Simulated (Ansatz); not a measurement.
# Short convergence ladders for NbAs (Imm2, 4 atoms in the cell)

```xyz
4
Lattice="-1.7419 1.7419 5.9346 1.7419 -1.7419 5.9346 1.7419 1.7419 -5.9346" Properties=species:S:1:pos:R:3 pbc="T T T"
Nb     0.0000     0.0000     8.9485
Nb     1.7419     0.0000     5.9312
As     0.0000     0.0000     1.9855
As     0.0000     1.7419     4.9527
```

Base method: PBEsol, default PAW files made with PBE (plane waves; Ansatz, a first-principles code).

Base settings: basis.ecutwfc = 420 eV; kpoints.mp_grid.grid = 5 5 5; hamiltonian.xc = pbesol; hamiltonian.pseudopotentials = {kind: paw} (the program's default PAW files); scf.occupations.method = gaussian; scf.occupations.width = 0.1 eV.

The count of work is k-points × plane waves × bands × iterations; it is no time. Core times come from one kind of shared machine, to one figure; runs under 30 s give none.

**The cutoff for other potential files**

Level: DFT, PBEsol, plane waves, harder PAW files (source: ansatz) made with PBE.

In this ladder: hamiltonian.pseudopotentials = {kind: paw, source: ansatz}.

The second cell is the first with its lattice scaled by 0.98.

The mesh stays at the base's, so the ladder's end is converged at best in this setting alone.

The first pressure column holds Ansatz's estimate of the finite-basis (Pulay) stress, which hides part of the cutoff error; the other is without it.

Only quantities that move along the ladder and can be compared are tabulated.

```tsv
basis.ecutwfc	free energy less the last step's (meV/atom)	energy of the compressed cell less the first (meV/atom)	pressure (GPa)	pressure without the Pulay estimate (GPa)	largest difference of a force vector from the last step's (eV/Å)	count of work / last
320 eV	1397.22	-30.99	-7.74	-72.89	0.036	0.11
390 eV	240.07	-18.11	-7.33	-21.61	0.014	0.14
495 eV	14.75	-17.18	-7.38	-8.60	0.001	0.21
600 eV	0.68	-17.28	-7.38	-7.45	0.000	0.28
710 eV	0.16	-17.28	-7.38	-7.39	0.000	0.36
850 eV	0.08	-17.28	-7.38	-7.39	0.000	0.47
1060 eV	0.03	-17.28	-7.38	-7.38	0.000	0.65
1415 eV	0.00	-17.28	-7.38	-7.38	0.000	1.0
```

Coarsest basis.ecutwfc that holds the forces within 0.02 eV/Å of the last step, with all finer ones: 390 eV, at 0.14 of the last step's count of work; the step before is off by 0.036 eV/Å.

Coarsest basis.ecutwfc that holds the free energy within 0.5 meV/atom of the last step, with all finer ones: 710 eV, at 0.36 of the last step's count of work; the step before is off by 0.68 meV/atom.

Coarsest basis.ecutwfc that holds the pressure without the Pulay estimate within 0.5 GPa of the last step, with all finer ones: 600 eV, at 0.28 of the last step's count of work; the step before is off by 1.2 GPa.

The energy difference between the two cells stays within 1 meV/atom of the last step's from 390 eV on, the total only from 600 eV on: much of the error is common to both cells and cancels.

At the lowest cutoff the pressure without the Pulay estimate lies 65.5 GPa under the last step's, the usual sign of Pulay stress in an incomplete plane-wave basis.

**The relaxed cell against the cutoff**

On NbAs (I4_1md, 4 atoms in the cell): atoms on their sites.

In this ladder: relax = cell and atoms.

The mesh stays at the base's, so the ladder's end is converged at best in this setting alone.

Only quantities that move along the ladder and can be compared are tabulated.

| basis.ecutwfc | relaxed volume (Å³/atom) | relaxation steps | core time / last (rough) |
|---|---|---|---|
| 210 eV | 16.924 | 42 | 1 |
| 250 eV | 17.226 | 19 | 0.4 |
| 295 eV | 17.221 | 11 | 0.4 |
| 355 eV | 17.182 | 8 | 0.3 |
| 420 eV | 17.179 | 6 | 0.3 |
| 505 eV | 17.179 | 6 | 0.5 |
| 630 eV | 17.178 | 6 | 0.5 |
| 840 eV | 17.178 | 6 | 1 |

Coarsest basis.ecutwfc that holds the relaxed volume within 0.017 Å³/atom of the last step, with all finer ones: 355 eV, at about 0.3 of the last step's time; the step before is off by 0.043 Å³/atom.

At the lowest cutoff the cell relaxes to a volume 1.5 % smaller than at the highest. Ansatz relaxes on a stress corrected for the finite basis.

On the base run: the starting cell comes from a database of computed structures (which also holds hypothetical and non-ambient phases and stackings), without a prior relaxation at this level. Its lattice was rescaled by up to half a per cent. One atom was moved a little off its site on purpose. Spin polarisation is off. Without a gap this mesh is coarse (it stands for a supercell whose shortest vector is 17 Å).

Keys are those of Ansatz 0.2.
